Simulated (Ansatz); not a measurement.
Band structure of CaF2 (Fm-3m, 3 atoms in the cell).

```xyz
3
Lattice="0.0000 2.7663 2.7663 2.7663 0.0000 2.7663 2.7663 2.7663 0.0000" Properties=species:S:1:pos:R:3 pbc="T T T"
Ca     0.0000     0.0000     0.0000
F      4.1494     4.1494     4.1494
F      1.3831     1.3831     1.3831
```

Method: PBE, PAW files (plane waves; Ansatz, an electronic-structure program).

Settings: kpoints.mp_grid.grid = 7 7 7; hamiltonian.xc = pbe; hamiltonian.pseudopotentials = {kind: paw} (the program's default PAW files); scf.occupations.method = fixed; kpoints.band_path.npoints = 8.

The starting cell comes from a database of computed structures (which also holds hypothetical and non-ambient phases and stackings), without a prior relaxation at this level. Its lattice was rescaled by a random factor within 2.5 % of one.

Task: Predict the gap along the standard path and the places of the band edges.

Result: The gap along the path is 7.07 eV, from X to Γ; the smallest direct gap on it is 7.32 eV.

Levels in eV from the top of the valence band on the path, bands 9 to 15:
| point | 9 | 10 | 11 | 12 | 13 | 14 | 15 |
|---|---|---|---|---|---|---|---|
| Γ | -1.99 | -0.25 | -0.25 | -0.25 | 7.07 | 9.02 | 9.02 |
| X | -1.59 | -0.34 | -0.34 | 0.00 | 8.01 | 9.30 | 9.87 |
| W | -1.00 | -1.00 | -0.26 | -0.09 | 8.32 | 9.55 | 9.70 |
| K | -1.45 | -0.60 | -0.43 | -0.09 | 8.26 | 9.48 | 9.61 |
| L | -1.24 | -1.19 | -0.81 | -0.81 | 9.21 | 9.21 | 9.50 |
| U | -1.45 | -0.60 | -0.43 | -0.09 | 8.26 | 9.48 | 9.61 |

Keys are those of Ansatz 0.2.
